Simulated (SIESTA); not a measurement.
Input and output of a self-consistent single point for HgPt (P1, 2 atoms in the cell) (SIESTA).

Method of the run: LDA PW92, numerical atomic orbitals TZP, PseudoDojo LDA standard norm-conserving potentials (rewritten from UPF to PSML) run with SIESTA.

```yaml
crystal:
  lattice:
    - [2.97100, 0.00000, 0.00000]
    - [0.00000, 2.97100, 0.00000]
    - [0.00000, 0.00000, 3.82500]
  atoms:
    - { symbol: Hg, position: [0.01234, 0.02208, 0.98440] }
    - { symbol: Pt, position: [0.48766, 0.47792, 0.51560] }
```

Reference input (self-consistent single point, DFT, GGA PBEsol, numerical atomic orbitals TZP, PseudoDojo PBEsol standard norm-conserving potentials (rewritten from UPF to PSML)): XC.functional = GGA; XC.authors = PBEsol; potentials = PseudoDojo PBEsol standard; PAO.BasisSize = TZP; PAO.EnergyShift = 0.01 Ry; MeshCutoff = 350 Ry; kgrid.MonkhorstPack = 11 11 8; OccupationFunction = FD; ElectronicTemperature = 0.1 eV; MaxSCFIterations = 150; SCF.Mixer.Method = Broyden; SCF.Mixer.Weight = 0.1. This run's input differs from it in these lines:

```diff
@@ -1,2 +1,2 @@
-# files in the folder: Hg.psml Pt.psml (PseudoDojo PBEsol standard)
+# files in the folder: Hg.psml Pt.psml (PseudoDojo LDA standard)
 SystemName  HgPt
@@ -22,4 +22,4 @@
 
-XC.functional                GGA
-XC.authors                   PBEsol
+XC.functional                LDA
+XC.authors                   PW92
 PAO.BasisSize                TZP
```

Output (repeated stretches shortened):

```
        iscf     Eharris(eV)        E_KS(eV)     FreeEng(eV)     dDmax    Ef(eV) dHmax(eV)
   scf:    1    -8034.393710    -8063.539128    -8063.567422  1.971752  1.623990 34.993823
   scf:    2    -8093.981013    -8080.717306    -8080.740271  0.421290  1.059314 21.540292
   scf:    3    -8093.382394    -8088.349231    -8088.370417  0.533501  0.439547  8.038672
   scf:    4    -8090.163728    -8089.881858    -8089.900636  0.445694 -0.369619  2.640296
   scf:    5    -8090.175714    -8090.058566    -8090.076283  0.073907 -0.441745  0.877621
   [... 6 lines left out ...]
   scf:   12    -8090.085884    -8090.085883    -8090.103396  0.000142 -0.501412  0.002435
   scf:   13    -8090.085884    -8090.085884    -8090.103396  0.000122 -0.501555  0.001769
   scf:   14    -8090.085884    -8090.085884    -8090.103397  0.000098 -0.501673  0.001128
   scf:   15    -8090.085885    -8090.085884    -8090.103397  0.000072 -0.501764  0.000672
SCF Convergence by DM+H criterion
max |DM_out - DM_in|         :     0.0000722101
max |H_out - H_in|      (eV) :     0.0006722937
SCF cycle converged after 15 iterations

Using DM_out to compute the final energy and forces

siesta: E_KS(eV) =            -8090.0859

siesta: E_KS - E_eggbox =     -8090.0859

siesta: Atomic forces (eV/Ang):
     1   -0.405879   -0.690945    1.276815
     2    0.412296    0.691216   -1.266287
   Tot    0.006417    0.000271    0.010528
   Max    1.276815
   Res    0.868298    sqrt( Sum f_i^2 / 3N )
   Max    1.276815    constrained

Stress tensor Voigt[x,y,z,yz,xz,xy] (kbar):       31.94       43.37       39.91       25.47       14.62       -9.11
(Free)E + p*V (eV/cell)    -8090.9127
Target enthalpy (eV/cell)    -8090.1034

siesta: Program's energy decomposition (eV):
siesta: FreeEng =     -8090.103397

   [... lines left out ...]
siesta:     0.019935   -0.005689    0.009126
siesta:    -0.005689    0.027071    0.015894
siesta:     0.009127    0.015895    0.024908

siesta: Cell volume =         33.762667 Ang**3

siesta: Pressure (static):
siesta:                Solid            Molecule  Units
siesta:          -0.00026108         -0.00014603  Ry/Bohr**3
siesta:          -0.02397118         -0.01340811  eV/Ang**3
siesta:         -38.40606383        -21.48215325  kBar
```

The run converged in 15 iterations. Against the reference run the pressure goes from 0.92 to -3.84 GPa and the largest force goes from 1.603 to 1.507 eV/Å.

The starting cell comes from a database of published, mostly measured structures (it also holds non-ambient and calculated ones), without a prior relaxation at this level. Its atoms were displaced at random from the sites of space group no. 123. Spin polarisation is off. Values carry the incompleteness of an atom-centred basis. With a pressure of about -4 GPa the cell is away from its equilibrium volume at this level. Forces in this geometry exceed 1 eV/Å.

Cost on one core of a shared machine: roughly 30 s.
